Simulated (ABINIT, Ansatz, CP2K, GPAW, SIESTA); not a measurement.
## Code comparison for Al3Sc (Pm-3m, 4 atoms in the cell)

Self-consistent single point.

```
Al3Sc
1.0
    4.07827     0.00000     0.00000
    0.00000     4.07827     0.00000
    0.00000     0.00000     4.07827
Sc Al
1 3
Direct
  0.00000   0.00000   0.00000
  0.00000   0.50000   0.50000
  0.50000   0.00000   0.50000
  0.50000   0.50000   0.00000
```

Shared settings, as Ansatz (a program for electronic structure) writes them: kpoints.mp_grid.grid = 8 8 8; scf.occupations.method = gaussian; scf.occupations.width = 0.272 eV. Potentials and cutoffs stand in the table.

```tsv
code	model	pressure (GPa)	cutoff
Ansatz	PBEsol, default PAW files made with PBE	-0.41	420 eV
CP2K	PBEsol, GPW, DZVP-MOLOPT-PBE-GTH basis, GTH-PBE potentials (POTENTIAL_UZH)	0.76	grid 600 Ry
ABINIT	PBEsol, norm-conserving pseudopotentials (PseudoDojo nc-sr-04 PBEsol standard)	-0.49	39 Ha
SIESTA	GGA PBEsol, numerical atomic orbitals DZP, PseudoDojo PBEsol standard norm-conserving potentials (rewritten from UPF to PSML)	-1.10	grid 400 Ry
GPAW	PBEsol, GPAW PAW datasets PBEsol (made by gpaw-setup)	-0.21	800 eV
```

The spread over the programs that give each value: pressure within 1.86 GPa.

CP2K and SIESTA use small atom-centred bases, whose incompleteness enters pressures, forces and empty levels differently from a plane-wave cutoff. Ansatz's pressure is given at a fixed set of plane waves, as the other plane-wave codes print theirs; with its correction for the finite basis it is -0.36 GPa. In the pressure, CP2K (by 1.18) lies more than 1 GPa from the median of the plane-wave programs.

The starting cell has typed, rounded lattice constants, without a prior relaxation at this level. Its lattice was rescaled by a random factor within 2.5 % of one.

Left out of this page: Elk and FLEUR (not drawn, or without a comparable value).

Keys are those of Ansatz 0.2.
